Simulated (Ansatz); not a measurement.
**Surface dipole against coverage: K on fcc Pt (111)**

One K atom in each cell of a four-layer slab of fcc Pt (111), started at a threefold hollow (fcc) site; the adatom and the upper two layers relax, with a dipole correction. Δφ is the change of the top face's work function against the clean slab's 5.68 eV. By the Helmholtz relation an adatom's dipole is μ = |Δφ|/(0.377 eV × n) in debye, for n adatoms per nm². In Topping's model neighbouring dipoles depolarise each other, so that 1/μ = (1 + 9α·n^(3/2))/μ0 is a line in x = n^(3/2). These are PBE (plane waves to 420 eV, PAW; Ansatz, a program for electronic structure) values and carry that method's errors. All cells sample the k points of the 1×1 cell's 12×12×1 mesh, with Fermi-Dirac smearing of 0.1 eV (energies taken to zero smearing), without spin polarisation or spin-orbit coupling.

```
cell  x (nm⁻³)  1/μ (1/D)  n (nm⁻²)  Δφ (eV)
----  --------  ---------  --------  -------
4×3       1.35      0.183      1.22    -2.51
3×3       2.08      0.195      1.63    -3.15
4×2       2.48      0.206      1.83    -3.34
3×2       3.81      0.228      2.44    -4.04
2×2       7.00          ?      3.66        ?
```

Taking a straight line for 1/μ over the 4 complete rows: With u = x - 2.4, the rows have u = -1.0500, -0.3200, 0.0800, 1.4100. Means: u 0.030000, 1/μ 0.2030. About the means, the sum of products is 0.059050 and the sum of squares of u is 3.1958; the slope is their ratio. Least squares gives 1/μ = 0.2024 + 0.01848·u. Residuals (row less fit): 0.0000, -0.0015, 0.0021, -0.0005; standard error 0.0019 (degrees of freedom: 2). At x = 0 the line gives 1/μ0 = 0.158, so a lone adatom carries about 6.3 D, its positive end outward; slope over intercept is 9α, which puts α at roughly 13 Å³, a figure that hangs on Δφ's last digit.

**Question.** What does the fit predict for 1/μ at x = 7.00, and how far is the calculated value from it?

**Answer.** u = 4.6000, so 1/μ = 0.2024 + 0.01848 × 4.6000 = 0.2874 1/D. The calculation gives 0.331 1/D, 0.0436 1/D above the prediction (29.5 % of the range of 1/μ in the table). The row lies outside the fitted rows, so this is an extrapolation.

The model takes a square or triangular net of point dipoles; the 4×2, 3×2 and 4×3 nets are stretched, and dense layers bond among themselves. Only series are tabulated where Δφ keeps its sign and exceeds 0.12 eV, and the fitted rows scatter about the line by under a tenth of the table's range (standard error).

As a change of work function, the prediction is 0.377 × 3.66/0.287 = 4.81 eV in size, against 4.17 eV from the run.

Each row is one calculation, so residuals can be the form's limits or numerical noise.
